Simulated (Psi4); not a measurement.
Psi4 1.11, unrestricted PBE/def2-svpd: [CH2]OC=O, charge 0, multiplicity 2, 7 atoms. The geometry is a generated start, not checked to be a minimum at this level.

| Property | Result |
|---|---|
| task | energy |
| method | pbe |
| basis | def2-svpd |
| memory | 3 GB |
| maxiter | 100 |
| keys of the molecule block | symmetry c1 |
| scf_type | df (default) |
| guess | auto, which took SAD (default) |
| scf_initial_accelerator | adiis (default) |
| e_convergence | 1e-06 (default) |
| d_convergence | 1e-06 (default) |
| dft_radial_points | 75 (default) |
| dft_spherical_points | 302 (default) |
| basis functions | 110 |
| grid points | 152604 |

```xyz
7

C     -1.1275    -0.2149    -0.2253
O      0.0802    -0.6955     0.0757
C      1.1210     0.1352     0.2323
O      1.0896     1.3301     0.1008
H     -1.2711     0.8465    -0.3355
H     -1.9007    -0.9449    -0.3433
H      2.0086    -0.4565     0.4952
```

Charge 0 and multiplicity 2 are set for this test and not shown to be the ground state.

One run each on 2 threads. Values of diis_max_vecs tried: 3, 6, 10 (default), 20.

Problem. Which value of diis_max_vecs needs the fewest SCF iterations, and what happens away from it?

Solution. Fewest SCF iterations, within one of each other: 6 with 11, 10 (default) with 10, 20 with 10. The count rises to 22 at 3. All converge to one solution.

| diis_max_vecs | SCF iterations | end |
|---|---|---|
| 3 | 22 | same solution |
| 6 | 11 | same solution |
| 10 (default) | 10 | same solution |
| 20 | 10 | same solution |
